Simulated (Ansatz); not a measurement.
Start from BP in the zinc blende structure (space group F-43m, No. 216; a = 4.5366 Å). Axes: x, y, z lie along the cube axes.

Calculations: plane-wave PAW DFT at the r2SCAN level (Ansatz, an electronic-structure program, 500 eV), scalar-relativistic without spin-orbit coupling.

Before the change:

The band gap is 1.41 eV.

It is then changed as follows: uniaxial strain ε_xx = −2.66 %, all other strain components held at zero, atoms relaxed at fixed cell.

**Question.** What happens to the stress and band gap?

**Answer.** The stress (xx, yy, zz, yz, xz, xy; compression positive) comes out as (9.89, 2.24, 2.24, 0.00, 0.00, 0.00) GPa; the band gap shrinks by 0.47 eV (1.41 eV → 0.94 eV).

Whether these cells are dynamically stable was not tested.
